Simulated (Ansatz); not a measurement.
LaBr3 (model structure, started from the ReO3 type, Pm-3m, No. 221, 4 atoms in the cell) was calculated with dielectric-dependent PBEsol hybrid (plane waves, PAW; Ansatz, an electronic-structure program).

Numerical settings: plane-wave cutoff 460 eV, 4×4×4 k mesh, Fermi–Dirac smearing 0.01 eV, scalar-relativistic PAW data made under PBE.

Cell (relaxed with PBEsol):

Space group Pm-3m (No. 221); a = b = c = 5.8036 Å, α = β = γ = 90.00°

| atom | site | symmetry | x | y | z |
|---|---|---|---|---|---|
| La | 1a | m-3m | 0.0000 | 0.0000 | 0.0000 |
| Br | 3d | 4/mm.m | 0.0000 | 0.0000 | 0.5000 |

Give the computed band gap and smallest direct gap on the k points sampled.


- band gap = 5.82 eV (on the SCF k mesh)
- smallest direct gap on the k points sampled = 6.36 eV

Note: the relaxation could raise the start's symmetry but not lower it, so the cell can be a saddle point.

Spin–orbit coupling is not included.

Computed values are for the static lattice.

The result took very roughly 4 core-minutes.

A model structure was made by putting elements into a prototype or built by hand; it is no filed structure, need not be a known phase, and can be a saddle point held by its symmetry.
